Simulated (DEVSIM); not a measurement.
Device: illuminated Ge n-on-p cell, one wavelength, at 300 K.

Layer 1 from the left is Ge, thickness (μm) 0.0520, Nd (cm⁻³) 7e17, τn (s) 7.8e-6, τp (s) 3.1e-6, absorption coefficient (cm⁻¹) 5900. Layer 2 from the left is Ge, thickness (μm) 47.0, Na (cm⁻³) 2.9e16, τn (s) 0.00028, τp (s) 0.00028, absorption coefficient (cm⁻¹) 5900.

Left contact: ohmic, minority hole recombination velocity 10000 cm/s. Right contact: ohmic, minority electron recombination velocity 4000 cm/s. Voltage is applied to the left contact. Recombination: SRH at mid-gap, radiative, Auger. Light enters at the left, 3e16 photons cm⁻² s⁻¹, one pass, no reflection. Mobility is μmin + (μ − μmin)/(1 + (N/Nref)^α).

The device is made up for the run: typed textbook-type constants, with dimensions and the other settings drawn at random. Values at 300 K.

Ge: gap (eV) 0.664, affinity (eV) 4, permittivity 16, Nc (cm⁻³) 1.04e19, Nv (cm⁻³) 6e18, μn (cm²/Vs) 3900, μp (cm²/Vs) 1900, μn,min 150, μp,min 100, Nref,n 2.6e17, Nref,p 4e17, αn 0.56, αp 0.6, B (cm³/s) 6.4e-14, Cn (cm⁶/s) 1e-31, Cp (cm⁶/s) 1e-31.

DEVSIM, 1D drift-diffusion, Boltzmann statistics, complete ionisation; no tunnelling, impact ionisation, image-force lowering or self-heating.

Dark forward current:

```
|V| (V)  |J| (A/cm²)
-------  -----------
0.05        5.242e-5
0.10       0.0004149
0.15        0.002922
0.20         0.02026
0.25          0.1400
0.30          0.9611
0.35           6.385
0.40           38.69
0.45           200.4
0.50           841.2
0.55            2772
```

Problem. Work out the local ideality factor n = ΔV / (kT/q · ln(J2/J1)) between the rows 0.15 and 0.20 V, 0.50 and 0.55 V.

Solution. kT/q = 25.85 mV. From 0.15 to 0.20 V: ln(0.02026/0.002922) = 1.936, n = 1.00, near the 1 of diffusion or emission over a barrier. From 0.50 to 0.55 V: ln(2772/841.2) = 1.192, n = 1.62.

Problem. What current could the absorbed light give at most, and what share is collected?

Solution. Σ αd = 27.8, so qΦ(1 − exp(−Σ αd)) = 4.81 mA/cm². The simulated short-circuit current is 4.777 mA/cm², a share of 0.99.

Problem. Estimate the open-circuit voltage by superposition: the voltage at which the dark current equals that short-circuit current.

Solution. Interpolating ln J in the table gives 0.163 V. The simulation gives 0.163 V, the same within the digits that matter. Superposition holds where collection doesn't change with voltage.
